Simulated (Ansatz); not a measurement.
A working Ansatz (a quantum-chemistry and plane-wave program) input for TmBi (P6_3/mmc, 4 atoms in the cell) (DFT, PBE, plane waves, default PAW files):

Ansatz 0.2 input:
```yaml
# TmBi
crystal:
  lattice:
    - [4.843437, 0.000000, 0.000000]
    - [-2.421719, 4.194540, 0.000000]
    - [0.000000, 0.000000, 6.750566]
  atoms:
    - { symbol: Tm, position: [0.000000, 0.000000, 0.000000], spin: 2.0 }
    - { symbol: Tm, position: [0.000000, 0.000000, 0.500000], spin: 2.0 }
    - { symbol: Bi, position: [0.333333, 0.666667, 0.250000] }
    - { symbol: Bi, position: [0.666667, 0.333333, 0.750000] }
basis:
  ecutwfc: 420.0
kpoints:
  mp_grid:
    grid: [8, 8, 5]
hamiltonian:
  xc: pbe
  pseudopotentials:
    kind: paw
magnetization:
  spin_polarized: true
scf:
  occupations:
    method: methfessel_paxton
    width: 0.05
output:
  forces: true
  eigenvalues: true
  stress: true
```

The run converged in 27 iterations: free energy E − TS (on the zero of these files) -50618.3478 eV; Fermi level (on the code's own zero) 9.69 eV; pressure 0.00 GPa; size of the cell's spin moment 3.27 μB. Each of these slips is then made, one at a time:

(1)
```diff
+  max_iter: 40
+  convergence:
+    dr2_threshold: 1.0e-22 eV
```

(2)
```diff
-    - { symbol: Tm, position: [0.000000, 0.000000, 0.000000], spin: 2.0 }
+    - { symbol: Tm, pos: [0.000000, 0.000000, 0.000000], spin: 2.0 }
```

Problem. What happens in each case?

Solution. 
(1) A threshold far tighter than needed, beside a limit on iterations. The run ended unconverged after 40 iterations.
```
did not converge after 40 iterations: onsite_residual = 7.46e-13 (threshold 1.00e-22), under the density mixer `msr1`, which `scf.mixing.algorithm: auto` chose by the deck's other keys (type `scf.mixing.algorithm: msr1` to keep it); raise `scf.max_iter`, which need not help a stalled SCF, or adjust the mixing (`scf.mixing`) or, under a smearing, it [...]
```

(2) A keyword that the program does not know. The program stopped before any SCF iteration.
```
Error: YAML parse error: error: line 8 column 21: unknown field `pos`, expected one of symbol, position, position_ang, spin, spin_axis, wyckoff
  --> <input>:8:21
   |
 6 |     - [0.000000, 0.000000, 6.750566]
 7 |   atoms:
 8 |     - { symbol: Tm, pos: [0.000000, 0.000000, 0.000000], spin: 2.0 }
   |                     ^ unknown field `pos`, expe [...]
```

The starting cell was generated: these elements placed on a structure prototype, without a prior relaxation; it need not be a known phase or ordering of this composition. The magnetic order is the one reached from the typed start; others were not searched systematically. With U or open f shells several self-consistent states can exist. The f electrons are in the valence without U or exact exchange, which can misplace them near the Fermi level. Spin-orbit terms, which matter for f shells, are left out. Ansatz's pressure includes its estimate of the finite-basis (Pulay) stress.

Left out of this page: 4 runs of the series with a known weakness of the program; 1 run of the series stopped by limits of time or memory.
